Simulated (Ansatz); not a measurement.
Consider HgTe in the zinc blende structure (space group F-43m, No. 216).

```xyz
2
Lattice="0.0000 3.2175 3.2175 3.2175 0.0000 3.2175 3.2175 3.2175 0.0000" Properties=species:S:1:pos:R:3 pbc="T T T"
Hg     0.0000     0.0000     0.0000
Te     1.6087     1.6087     1.6087
```

All numbers come from DFT with LDA, PAW potentials and a 420 eV plane-wave cutoff in Ansatz (a program for electronic structure), scalar-relativistic without spin-orbit coupling.

For the base:

The pressure is 0.0 GPa.

One thing is altered: every lattice vector is stretched by 2.50 %, atoms relaxed at fixed cell.

### Question
What does the calculation give for the energy relative to the base after the change?

### Answer
The energy rises by 25 meV/atom.

### Question
What happens to the pressure?

### Answer
The pressure goes from zero to -2.9 GPa.

The mesh was chosen for an insulator and is coarse for the gapless case. The cells carry an imposed strain or load. No phonon test of stability was made. The final runs are not spin-polarised.
